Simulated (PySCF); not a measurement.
PySCF 2.14.0, PBE/def2-svpd, df: Mo(O)(S)(OH)(Me) ([CH3][Mo](=[O])([OH])=[S]), 9 atoms. The geometry is a generated start, not checked to be a minimum at this level.

task: energy
method: pbe
basis: def2-svpd
two-electron scheme: density fitting
mol.max_memory: 3000 MB
mf.max_cycle: 100
mf.conv_tol: 1e-09 (default)
mf.grids.level: 3 (default)
effective core potentials: those of the basis set, past Kr
basis functions: 159
grid points: 122832

```xyz
9

Mo     0.9389    -0.0520    -0.2024
O      1.8531     0.6988     0.9251
S      1.2370    -2.1731    -0.0182
O      0.4918     0.4010    -1.8251
H      0.3188     0.6947    -2.7253
C     -0.9466     0.0855     0.8199
H     -1.2239     1.1361     0.9815
H     -0.9217    -0.3968     1.8053
H     -1.7474    -0.3942     0.2393
```

Charge 0 and multiplicity 1 are set for this test and not shown to be the ground state.

With the defaults (mf.DIIS = CDIIS, mf.diis_space = 8, mf.diis = true, mf.damp = 0, mf.diis_start_cycle = 1, mf.diis_damp = 0, mf.level_shift = 0, mf.init_guess = minao) it converges in 18 Fock builds. One run each on 2 threads, 1 BLAS thread, with these changes:
- mf.DIIS = EDIIS
- mf.damp = 0.3, mf.diis_start_cycle = 4
- mf.diis_damp = 0.3
- mf.diis_space = 3
- mf.diis_space = 20
- mf.init_guess = atom
- mf.level_shift = 0.3 Hartree
- mf.diis = false
- mf.diis = false, mf.damp = 0.7, mf.diis_start_cycle = 999

**Question.** Which of these changes keep the SCF from converging, or lead it to another solution?

**Answer.** No convergence: mf.DIIS = EDIIS; mf.diis_space = 3; mf.diis = false; mf.diis = false, mf.damp = 0.7, mf.diis_start_cycle = 999 (the run ends without SCF convergence in 100 cycles). The rest reach the solution of the defaults.

| setting | Fock builds | end |
|---|---|---|
| mf.diis_damp = 0.3 | 15 | same solution |
| mf.diis_space = 20 | 17 | same solution |
| mf.init_guess = atom | 17 | same solution |
| the defaults | 18 | same solution |
| mf.level_shift = 0.3 Hartree | 21 | same solution |
| mf.damp = 0.3, mf.diis_start_cycle = 4 | 24 | same solution |
| mf.DIIS = EDIIS | 101 | no convergence |
| mf.diis_space = 3 | 101 | no convergence |
| mf.diis = false | 101 | no convergence |
| mf.diis = false, mf.damp = 0.7, mf.diis_start_cycle = 999 | 101 | no convergence |
